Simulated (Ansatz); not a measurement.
**C, response to strain**

The parent structure is C in the diamond structure (space group Fd-3m, No. 227; a = 3.554 Å).

Strains are applied to the cell and any free atomic positions relax.

Calculations: Ansatz (a program for electronic structure), PBEsol, PAW, cutoff 420 eV, spin-orbit coupling left out.

Notes on the quantities. energy relative to the base: free energy F.

```
case                        pressure  shortest interatomic distance  energy relative to the base  band gap
------------------------  ----------  -----------------------------  ---------------------------  --------
base                        0.00 GPa                     2.908 bohr                   0 meV/atom   4.03 eV
isotropic strain −2.00 %   30.46 GPa                     2.850 bohr                 +30 meV/atom   4.17 eV
isotropic strain −1.50 %   22.17 GPa                     2.864 bohr                 +17 meV/atom   4.14 eV
isotropic strain −1.00 %   14.34 GPa                     2.879 bohr                +7.3 meV/atom   4.10 eV
isotropic strain −0.50 %    6.96 GPa                     2.893 bohr                +1.8 meV/atom   4.07 eV
isotropic strain +1.00 %  -12.71 GPa                     2.937 bohr                +6.9 meV/atom   3.97 eV
isotropic strain +1.50 %  -18.50 GPa                     2.952 bohr                 +15 meV/atom   3.94 eV
isotropic strain +2.00 %  -23.95 GPa                     2.966 bohr                 +27 meV/atom   3.91 eV
isotropic strain +2.50 %  -29.05 GPa                     2.981 bohr                 +41 meV/atom   3.87 eV
isotropic strain +3.00 %           …                     2.995 bohr                            …         …
```

Task: Fill in the withheld entries from the trend.

Result: 
- isotropic strain +3.00 %, pressure: -33.85 GPa
- isotropic strain +3.00 %, energy relative to the base: +59 meV/atom
- isotropic strain +3.00 %, band gap: 3.84 eV

Stability against distortions was not tested.
